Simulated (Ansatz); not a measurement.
Start from GaSb in the zinc blende structure (space group F-43m, No. 216; a = 6.0488 Å). Axes: x, y, z lie along the cube axes.

Computed with Kohn–Sham DFT with the LDA functional, run in Ansatz (a quantum-chemistry and plane-wave program) with PAW and 420 eV plane waves, without spin-orbit coupling.

Modification: the cell is compressed by 3.00 % along z with no lateral relaxation, atoms relaxed at fixed cell.

Predict the stress tensor and what it implies for the stiffness.

Stress of the strained cell less that of the base (GPa, compression positive):
```
   1.36    0.00    0.00
   0.00    1.36    0.00
   0.00    0.00    2.71
```

Then −Δσ_ii/ε with ε = -0.0300 gives secant stiffness values (nonlinear terms included at this strain): C33 ≈ 90 GPa, C13 ≈ 45 GPa and C23 ≈ 45 GPa.

As a check, the harmonic strain energy −½ V₀ Δσ:ε is 7.0 meV/atom; the computed energy rise is 6.9 meV/atom.

Whether these cells are dynamically stable was not tested.
